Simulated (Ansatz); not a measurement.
Level of theory: PBE (plane waves to 420 eV, PAW; Ansatz, a first-principles code).

Electrostatic potential energy of an electron, averaged over planes parallel to the surface, in eV from the Fermi level, for O on the 1x1 (0001) surface of hcp Co, ferromagnetic, one in a 2x1 cell, started at the site 'hollow Co-Co-Co over Co at depth 2.0 Å':

| z (Å) | V (eV) |
|---|---|
| 5.38 | 4.96 |
| 5.67 | 4.96 |
| 5.95 | 4.96 |
| 6.23 | 4.96 |
| 6.52 | 4.95 |
| 6.80 | 4.94 |
| 7.08 | 4.91 |
| 7.37 | 4.85 |
| 7.65 | 4.73 |
| 7.93 | 4.49 |
| 8.22 | 3.99 |
| 8.50 | 2.98 |
| 8.78 | 0.87 |
| 9.07 | -4.87 |
| 9.35 | -13.72 |
| 9.63 | -19.74 |
| 9.92 | -19.45 |
| 10.20 | -13.06 |
| 10.48 | -4.75 |
| 10.77 | -1.56 |
| 11.05 | -6.25 |
| 11.33 | -14.77 |
| 11.62 | -20.17 |
| 11.90 | -19.15 |
| 12.18 | -12.22 |
| 12.47 | -3.85 |
| 12.75 | -0.67 |
| 13.03 | -4.22 |
| 13.32 | -12.71 |
| 13.60 | -19.40 |
| 13.88 | -20.06 |
| 14.17 | -14.36 |
| 14.45 | -5.76 |
| 14.73 | -1.15 |
| 15.02 | -3.77 |
| 15.30 | -11.97 |
| 15.58 | -19.20 |
| 15.87 | -20.68 |
| 16.15 | -15.93 |
| 16.43 | -9.57 |
| 16.72 | -5.28 |
| 17.00 | -2.73 |
| 17.28 | 0.91 |
| 17.57 | 4.48 |
| 17.85 | 5.53 |
| 18.13 | 5.88 |
| 18.42 | 6.00 |
| 18.70 | 6.04 |
| 18.98 | 6.06 |
| 19.27 | 6.06 |
| 19.55 | 6.07 |
| 19.83 | 6.07 |
| 20.12 | 6.07 |
| 20.40 | 6.07 |
| 20.68 | 6.07 |
| 20.97 | 6.07 |
| 21.25 | 6.07 |

Set-up: 9 atoms, 6.0 Å thick at the start under the adsorbate (thin: gaps and levels are the slab's own); mesh 7x14x1; 0.1 eV smearing; dipole correction on; 4 atoms held, the rest relaxed; held to the start's symmetry, so lower structures may exist; spin-polarised, no spin-orbit, no U, no dispersion correction. At the end it is bonded to 3 Co. In PBE it is, or lies within 0.03 eV of, the lowest of the starts that converged.

The surface cell has an area of 10.76 Å². What dipole along the normal does the step between the two vacuum levels imply?

the top vacuum level lies 1.10 eV above the bottom one; p = −ε₀ A ΔV (ε₀ = 0.005526 e/(V·Å)) gives -0.07 e·Å a cell.
